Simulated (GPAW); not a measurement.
# A short convergence ladder for SnTe (I4mm, 2 atoms in the cell)

```xyz
2
Lattice="0.0000 3.1442 3.1442 3.1442 0.0000 3.1442 3.1442 3.1442 0.0000" Properties=species:S:1:pos:R:3 pbc="T T T"
Sn     0.0000     0.0000     0.0500
Te     3.1442     3.1442     3.1442
```

Base method: PBEsol, GPAW PAW datasets PBEsol (made by gpaw-setup) (plane waves; GPAW 25.7.0).

Base settings: mode = pw; ecut = 600 eV; xc = PBEsol; kpts = 3 3 3; mesh shift (steps) = 0 0 0; occupations.name = fermi-dirac; occupations.width = 0.01 eV; nbands = -8; convergence.bands = -6; symmetry.symmorphic = false.

Core times come from one kind of shared machine, to one figure; runs under 30 s give none.

**The relaxed cell against the cutoff**

On SnTe (Fm-3m, 2 atoms in the cell): atoms on their sites.

In this ladder: convergence.density = 1e-05 e/electron; optimizer = BFGS; fmax = 0.02 eV/Å.

The mesh stays at the base's, so the ladder's end is converged at best in this setting alone.

Only quantities that move along the ladder and can be compared are tabulated.

```tsv
ecut	relaxed volume (Å³/atom)	relaxation steps	core time / last (rough)
300 eV	29.144	3	–
360 eV	29.265	3	–
420 eV	30.077	2	–
510 eV	30.750	2	–
600 eV	30.840	2	0.6
720 eV	30.862	2	0.5
900 eV	30.876	2	0.6
1200 eV	30.884	2	1
```

Coarsest ecut that holds the relaxed volume within 0.154 Å³/atom of the last step, with all finer ones: 510 eV; the step before is off by 0.81 Å³/atom.

At the lowest cutoff the cell relaxes to a volume 5.6 % smaller than at the highest.

On the base run: the starting cell has typed, rounded lattice constants, without a prior relaxation at this level. Its lattice was rescaled by up to half a per cent. One atom was moved a little off its site on purpose.
